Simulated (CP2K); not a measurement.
Band structure of BN (F-43m, 2 atoms in the cell).

```
CELL_PARAMETERS angstrom
      2.55619     0.00000     0.00000
      1.27810     2.21373     0.00000
      1.27810     0.73791     2.08712
ATOMIC_POSITIONS crystal
  B  0.00000 0.00000 0.00000
  N  0.25000 0.25000 0.25000
```

Method: PBE, GPW, DZVP-MOLOPT-SR-GTH basis, GTH-PBE potentials (GTH_POTENTIALS) (CP2K).

Settings: CUTOFF = 400 Ry; REL_CUTOFF = 40 Ry; SMEAR/METHOD = FERMI_DIRAC; ELECTRONIC_TEMPERATURE = 116.05 K; KPOINTS/SCHEME = MONKHORST-PACK 11 11 11; XC_FUNCTIONAL = PBE; B/BASIS_SET = DZVP-MOLOPT-SR-GTH; B/POTENTIAL = GTH-PBE-q3; N/BASIS_SET = DZVP-MOLOPT-SR-GTH; N/POTENTIAL = GTH-PBE-q5; METHOD = GPW; EPS_DEFAULT = 1e-11; EXTRAPOLATION = USE_GUESS; NGRIDS = 4.

The starting cell has typed, rounded lattice constants, without a prior relaxation at this level. Values carry the incompleteness of an atom-centred basis.

Task: Predict the gap along the standard path and the places of the band edges.

Result: The gap along the path is 4.53 eV, from Γ to X; the smallest direct gap on it is 8.80 eV.

Levels in eV from the top of the valence band on the SCF mesh, bands 1 to 5:
```json
[
 {"point": "Γ", "1": "-20.21", "2": "0.00", "3": "0.00", "4": "0.00", "5": "8.80"},
 {"point": "X", "1": "-14.64", "2": "-8.91", "3": "-4.90", "4": "-4.90", "5": "4.53"},
 {"point": "W", "1": "-14.33", "2": "-7.58", "3": "-6.96", "4": "-6.51", "5": "9.66"},
 {"point": "K", "1": "-14.55", "2": "-8.12", "3": "-7.66", "4": "-4.08", "5": "7.00"},
 {"point": "L", "1": "-16.00", "2": "-10.69", "3": "-1.94", "4": "-1.94", "5": "10.24"},
 {"point": "U", "1": "-14.55", "2": "-8.12", "3": "-7.66", "4": "-4.08", "5": "7.00"}
]
```

Higher empty bands are left out: an atom-centred basis made for the valence describes them poorly.
